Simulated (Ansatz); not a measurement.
zincblende BeS (F-43m): a fit under hydrostatic pressure (both signs)

Cell and atoms relaxed with PBEsol to each stress σ (compression positive); gaps by PBEsol with spin-orbit coupling, rigid bands (plane waves, PAW; Ansatz, a quantum-chemistry and plane-wave program). Unloaded cell: a = b = c = 3.421 Å, α = β = γ = 60.00°.

| σ (GPa) | ln(V/V₀) (%) | gap (eV) |
|---|---|---|
| 0 | 0 | 2.877 |
| -2.00 | 2.15 | 2.925 |
| 2.00 | -1.97 | 2.831 |
| 10.00 | -8.72 | 2.659 |

Fit E_g = 2.877 eV + aσ + bσ² and ε = cσ + dσ² to the loaded rows by least squares.

a = -0.0235 eV/GPa, b = 1.73e-04 eV/GPa²; c = -1.03 %/GPa, d = 0.0161 %/GPa².

One run was withheld, at σ = 5.00 GPa. Predict its gap and its ln(V/V₀), then set them beside the run.

E_g = 2.877 + (-0.0235)(5.00) + (1.73e-04)(5.00)² = 2.764 eV and ε = (-1.03)(5.00) + (0.0161)(5.00)² = -4.75 %. The run gave 2.764 eV and -4.70 %, misses of 0.000 eV and 0.05 percentage points.

Gaps are resolved to about 0.01 eV; third decimals are kept for the arithmetic. Every relaxation keeps the zincblende phase (space group F-43m under this load), so a transition, a distortion that breaks the symmetry or fracture can't show.
